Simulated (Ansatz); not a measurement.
C axis length of SiNF (model structure, P3m1, No. 156, 3 atoms in the cell) at several levels of theory

No measured value is used here.

```json
[
 {"level (code)": "LDA (Ansatz)", "value (Å)": "4.573"},
 {"level (code)": "PBE (Ansatz)", "value (Å)": "5.254"},
 {"level (code)": "PBEsol (Ansatz)", "value (Å)": "5.000"},
 {"level (code)": "PBE-D3(BJ) (Ansatz)", "value (Å)": "4.768"},
 {"level (code)": "r²SCAN+rVV10 (Ansatz)", "value (Å)": "4.655"}
]
```

Cutoffs differ between the levels. Ansatz's density-functional and Hartree–Fock values are scalar-relativistic unless marked +SOC, with PAW data made under PBE.

A model structure was made by putting elements into a prototype or built by hand; it is no filed structure, need not be a known phase, and can be a saddle point held by its symmetry.

Ansatz is a quantum-chemistry and plane-wave program.
